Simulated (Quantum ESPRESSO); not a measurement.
Input and output of a relaxation of the atoms for LaGe3Ir (I4mm, 5 atoms in the cell) (Quantum ESPRESSO).

Method: LDA (PZ), GBRV 1.5 ultrasoft (LDA) pseudopotentials (plane waves; Quantum ESPRESSO).

This input was run:

```fortran
&control
    calculation = 'relax'
    outdir = './tmp/'
    pseudo_dir = './'
    verbosity = 'high'
    forc_conv_thr = 7.8e-03
/
&system
    ibrav = 0
    celldm(1) = 11.2786779736
    nat = 5
    ntyp = 3
    ecutwfc = 50
    ecutrho = 400
    occupations = 'smearing'
    smearing = 'gauss'
    degauss = 0.0073499
/
&electrons
    conv_thr = 1.0d-9
    mixing_beta = 0.4
/
&ions
/
ATOMIC_SPECIES
La   138.9055  la_lda_v1.uspp.F.UPF
Ge    72.6300  ge_lda_v1.4.uspp.F.UPF
Ir   192.2170  ir_lda_v1.2.uspp.F.UPF
ATOMIC_POSITIONS crystal
La    0.5933320000    0.5933320000    0.0000000000
Ge    0.3426300000    0.8426300000    0.5000000000
Ge    0.8426300000    0.3426300000    0.5000000000
Ge    0.0004900000    0.0004900000    0.0000000000
Ir    0.2387700000    0.2387700000    0.0000000000
K_POINTS automatic
5 5 5  0 0 0
CELL_PARAMETERS alat
  -0.3736811823     0.3736811823     0.8489550919
   0.3736811823    -0.3736811823     0.8489550919
   0.3736811823     0.3736811823    -0.8489550919
```

The program printed (abridged):

```
     Self-consistent Calculation

     iteration #  1     ecut=    50.00 Ry     beta= 0.40

---- Real-time Memory Report at c_bands before calling an iterative solver
           874 MiB given to the printing process from OS
           131 MiB allocation reported by mallinfo(arena+hblkhd)
------------------

     negative rho (up, down):  3.754E-01 0.000E+00

     total energy              =    -923.18630368 Ry
     estimated scf accuracy    <       1.22459674 Ry

     iteration #  2     ecut=    50.00 Ry     beta= 0.40

---- Real-time Memory Report at c_bands before calling an iterative solver
   [... lines left out ...]
           957 MiB given to the printing process from OS
           157 MiB allocation reported by mallinfo(arena+hblkhd)
------------------

     negative rho (up, down):  3.716E-01 0.000E+00

     total energy              =    -923.62770432 Ry
     estimated scf accuracy    <       0.00000002 Ry

     iteration # 13     ecut=    50.00 Ry     beta= 0.40

---- Real-time Memory Report at c_bands before calling an iterative solver
           957 MiB given to the printing process from OS
           157 MiB allocation reported by mallinfo(arena+hblkhd)
------------------

     negative rho (up, down):  3.716E-01 0.000E+00
     End of self-consistent calculation

     the Fermi energy is    13.5607 ev

!    total energy              =    -923.62770432 Ry
     estimated scf accuracy    <          5.3E-10 Ry
     smearing contrib. (-TS)   =      -0.00075179 Ry
     internal energy E=F+TS    =    -923.62695253 Ry

     convergence has been achieved in  13 iterations

     negative rho (up, down):  3.716E-01 0.000E+00

     Forces acting on atoms (cartesian axes, Ry/au):

     atom    1 type  1   force =     0.00000000   -0.00000000   -0.02639636
     atom    2 type  2   force =     0.00000000   -0.00000000    0.00680796
     atom    3 type  2   force =     0.00000000    0.00000000    0.00680796
     atom    4 type  2   force =     0.00000000    0.00000000    0.00457902
     atom    5 type  3   force =    -0.00000000    0.00000000    0.00820142

   [... lines left out ...]
     Total force =     0.029626     Total SCF correction =     0.000050
     the Fermi energy is    13.5111 ev
!    total energy              =    -923.63196373 Ry
     Total force =     0.005008     Total SCF correction =     0.000003
     bfgs converged in   7 scf cycles and   6 bfgs steps
     Final energy             =    -923.6319637301 Ry
   [... lines left out ...]
Begin final coordinates

ATOMIC_POSITIONS (crystal)
La               0.5802949899        0.5802949899       -0.0000000000
Ge               0.3448667813        0.8448667813        0.5000000000
Ge               0.8448667813        0.3448667813        0.5000000000
Ge               0.0050184901        0.0050184901       -0.0000000000
Ir               0.2428049573        0.2428049573       -0.0000000000
End final coordinates

   JOB DONE.
```

The run converged.  The full log also holds: “c_bands:  1 eigenvalues not converged”. The full log also holds: “WARNING: bfgs curvature condition failed, Theta= 0.899”.

Summary of the result:
Free energy E − TS: -12566.6531 eV
Fermi level (on the code's own zero): 13.51 eV
Largest force (vector length): 0.086 eV/Å
Relaxation steps: 6

The starting cell comes from a database of computed structures (which also holds hypothetical and non-ambient phases and stackings), without a prior relaxation at this level. Its lattice was rescaled by up to half a per cent. For this run, on top of that: one atom moved by 0.15 angstrom. Spin-orbit coupling is off. Spin polarisation is off. The relaxation keeps the symmetry of its start, so its end need not be a minimum.

Cost on one core of a shared machine: roughly 20 min.
